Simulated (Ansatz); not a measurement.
A computed series for AlN: alloy series

Take AlN in the zinc blende structure (space group F-43m, No. 216) as the base.

```yaml
crystal:
  lattice:
    - [0.00000, 2.18477, 2.18477]
    - [2.18477, 0.00000, 2.18477]
    - [2.18477, 2.18477, 0.00000]
  atoms:
    - { symbol: N, position: [0.75000, 0.75000, 0.75000] }
    - { symbol: Al, position: [0.00000, 0.00000, 0.00000] }
```

The other end (x = 1) is GaN in the zinc blende structure (space group F-43m, No. 216): 11.38 Å³/atom, gap 2.17 eV; this end may not be an ambient phase.

Ga replaces a fraction x of Al; each row is one arrangement (x, atoms in the cell, starting space group or random), fully relaxed.

Method: r2SCAN, PAW, 500 eV (Ansatz, a quantum-chemistry and plane-wave program; scalar-relativistic without spin-orbit coupling), earlier PAW set.

```tsv
Ga fraction x	volume per atom (Å³/atom)
0	10.428
0.25 (R3m, 8 atoms)	?
0.667 (P3m1, 6 atoms)	11.057
0.667 (I-4m2, 6 atoms)	11.051
0.75 (R3m, 8 atoms)	11.137
0.75 (Cm, 8 atoms)	11.132
1	11.376
```

Task: Fit V(x) = (1 − x) V(0) + x V(1) − b x(1 − x) with the ends held (b = 0 is Vegard's rule) to the rows shown and predict the withheld row.

Result: Least squares on the printed values gives b = 0.03 Å³/atom, against 10.665 Å³/atom from the straight line alone (largest residual 0.003 Å³/atom); this predicts 10.660 Å³/atom, and the run gives 10.664 Å³/atom, 0.004 higher.

These are small ordered cells, not random alloys; other orderings at the same x differ. Whether these cells are dynamically stable was not tested. This is not the structure that AlN has at room temperature and ambient pressure. This is not the structure that GaN has at room temperature and ambient pressure.
